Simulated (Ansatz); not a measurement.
Take Pt in the fcc (Cu type) structure (space group Fm-3m, No. 225; a = 3.942 Å; relaxed with 0.1 eV smearing) as the base. Axes: x, y, z lie along the cube axes.

All numbers come from DFT with r2SCAN, PAW potentials and a 500 eV plane-wave cutoff in Ansatz (an electronic-structure program), spin-orbit coupling left out.

Strains are applied to the cell and any free atomic positions relax.

One change was made to it. Results:

The energy grows by 5.6 meV/atom; the pressure (mean of the normal stresses, compression positive) goes from zero to 0.5 GPa.

Which of these changes matches the shifts?
A. tensor shear ε_xy = +2.00 %
B. tensor shear ε_xy = +0.29 %
C. tensor shear ε_xy = +1.71 %

A, tensor shear ε_xy = +2.00 %. For comparison, the energy relative to the base in the other runs: tensor shear ε_xy = +0.29 % gives +0.1 meV/atom; tensor shear ε_xy = +1.71 % gives +4.1 meV/atom.

No phonon test of stability was made. The final runs are not spin-polarised.
